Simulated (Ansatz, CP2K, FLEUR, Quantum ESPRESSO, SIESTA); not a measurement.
## TiO2 (I4_1/amd, 6 atoms in the cell) computed with different codes at matched settings

Self-consistent single point.

```
CELL_PARAMETERS angstrom
     -1.90943     1.90943     4.85366
      1.90943    -1.90943     4.85366
      1.90943     1.90943    -4.85366
ATOMIC_POSITIONS crystal
  Ti 0.00000 0.00000 0.00000
  Ti 0.75000 0.25000 0.50000
  O  0.95715 0.45715 0.50000
  O  0.20715 0.20715 0.00000
  O  0.79285 0.79285 0.00000
  O  0.54285 0.04285 0.50000
```

All programs got the same cell, k-point mesh and kind of occupations (in Ansatz's words: kpoints.mp_grid.grid = 8 8 8; scf.occupations.method = fermi_dirac; scf.occupations.width = 0.0037 Ry); potentials, basis and cutoffs are each program's usual ones.

| code | model | pressure (GPa) | largest force (eV/Å) | gap on the mesh (eV) | k-points | cutoff |
|---|---|---|---|---|---|---|
| SIESTA | GGA PBE, numerical atomic orbitals TZP, PseudoDojo PBE standard norm-conserving potentials (rewritten from UPF to PSML) | -4.91 | 0.124 | 1.901 | 296 | grid 350 Ry |
| Quantum ESPRESSO | PBE, SSSP 1.1.2 efficiency (PBE) pseudopotentials | -2.78 | 0.103 | 2.101 | 59 | 55 Ry |
| Ansatz | PBE, default PAW files | -3.20 | 0.104 | 2.108 | 59 | default |
| CP2K | PBE, GPW, DZVP-MOLOPT-PBE-GTH basis, GTH-PBE potentials (POTENTIAL_UZH) | -1.54 | 0.104 | 2.041 | 260 | grid 600 Ry |
| FLEUR | PBE, all-electron FLAPW (FLEUR), scalar-relativistic valence | – | 0.158 | 2.105 | 59 | Kmax 4.7 1/bohr |

A dash marks a value that a program does not give, or that is left out as unsure.

Gaps are read on the mesh.

The spread over the programs that give each value: pressure within 3.37 GPa; largest force within 0.055 eV/Å; gap on the mesh within 0.207 eV.

The starting cell comes from a database of computed structures (which also holds hypothetical and non-ambient phases and stackings), without a prior relaxation at this level. Its lattice was rescaled by a random factor within 2.5 % of one.

Task: Why do the programs differ, and what cannot be compared?

Result: Differences of this kind can come from the potentials, where these differ, and from what each basis and cutoff leave unconverged. The zero of total energies and Fermi levels follows the potentials and each program's conventions, so they are not compared here. SIESTA and CP2K use small atom-centred bases, whose incompleteness enters pressures, forces and empty levels differently from a plane-wave cutoff. FLEUR treats all electrons, but the usual bases taken here (sphere radii, linearisation, local orbitals, empty states) were not tested for convergence, so the values are no reference for the others. Ansatz's pressure is given at a fixed set of plane waves, as the other plane-wave codes print theirs; with its correction for the finite basis it is -2.54 GPa (the shift of 0.66 GPa shows how far the cutoff is from converged). Ansatz's smearing width was typed in Ry to four decimals, so it matches the others to a few per cent. The programs reduce the same mesh by symmetry to different extents, which changes the work and not the result. In the pressure, SIESTA (by 1.92) and CP2K (by 1.45) lie more than 1 GPa from the median of the plane-wave programs. In the gap, SIESTA (by 0.203) lies more than 0.12 eV from the median of the plane-wave programs.

Left out of this page: ABINIT and GPAW (stopped by limits of time or memory).

Ansatz is a first-principles code.

Keys are those of Ansatz 0.2.
